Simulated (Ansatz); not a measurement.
Y₃PbC (Pm-3m), PBEsol, DFPT electron-phonon coupling, linearised Boltzmann equation (Ansatz, an electronic-structure program): phonon-limited resistivity 30.3 μΩ·cm at 300 K, 42.0 μΩ·cm at 400 K, current-weighted mean free path 7.5 nm, Drude plasma energy 3.16 eV.

Question: Estimate the electronic thermal conductivity at 300 K by the Wiedemann-Franz law (L₀ = 2.44×10⁻⁸ W·Ω/K²).

Answer: L₀T/ρ = 2.44×10⁻⁸ × 300/(30.3×10⁻⁸) = 24.2 W/(m·K). Inelastic scattering puts the true Lorenz number somewhat under L₀ near and below the Debye temperature.

Question: What is the classical skin depth at 1 GHz (nonmagnetic, μ₀ = 1.257×10⁻⁶ H/m)?

Answer: δ = √(ρ/(π f μ₀)) = 8760 nm.

Question: What temperature coefficient of resistance follows, and how does it compare with 1/T?

Answer: (ρ₄₀₀ − ρ₃₀₀)/(100 K × ρ₃₀₀) = 3.86×10⁻³ K⁻¹, against 1/T = 3.33×10⁻³ K⁻¹ for a resistivity proportional to T. It lies higher because phonons are still being populated at 300 K; impurities would add a constant and lower it.

A metal at this level (no band gap). Only scattering by harmonic phonons is included (no impurities, grain boundaries, electron-electron scattering or thermal expansion). Spin-orbit coupling is left out, which matters with elements this heavy. Halving the electron mesh (20x20x20) moves the resistivity by up to 1 % at 300 K, the mean free path by up to 3 %. Smearing 0.20 eV; phonons on a 3x3x3 q mesh, which this run doesn't test.

Computed structure with no diffraction record at hand here (it may be known, metastable or hypothetical): Y3PbC (Pm-3m).
